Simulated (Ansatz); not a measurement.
Start from CaO in the rock salt structure (space group Fm-3m, No. 225; a = 4.7671 Å). Axes: x, y, z lie along the cube axes.

All numbers come from PBEsol (Ansatz, a quantum-chemistry and plane-wave program, PAW, spin-orbit coupling left out).

Strains are applied to the cell and any free atomic positions relax; under biaxial strain the out-of-plane vector relaxes too.

One change was made to it. Results:

```json
[
 {"quantity": "energy relative to the base (free energy F)", "base": "0 meV/atom", "after": "+22 meV/atom"},
 {"quantity": "valence-band top at Γ (three highest levels, from the VBM)", "base": "0.00, 0.00, 0.00 eV", "after": "0.00, 0.00, -0.14 eV"}
]
```

Q: Name the change that was made.
A) biaxial strain −1.50 %, plane normal [001], relaxed out of plane
B) biaxial strain −3.00 %, plane normal [001], relaxed out of plane
C) biaxial strain +0.50 %, plane normal [001], relaxed out of plane
D) biaxial strain +2.00 %, plane normal [001], relaxed out of plane

A: B, biaxial strain −3.00 %, plane normal [001], relaxed out of plane. For comparison, the energy relative to the base in the other runs: biaxial strain −1.50 %, plane normal [001], relaxed out of plane gives +5.2 meV/atom; biaxial strain +0.50 %, plane normal [001], relaxed out of plane gives +0.5 meV/atom; biaxial strain +2.00 %, plane normal [001], relaxed out of plane gives +8.0 meV/atom.

The levels and masses belong to the bands next to the band gap. Whether these cells are dynamically stable was not tested.
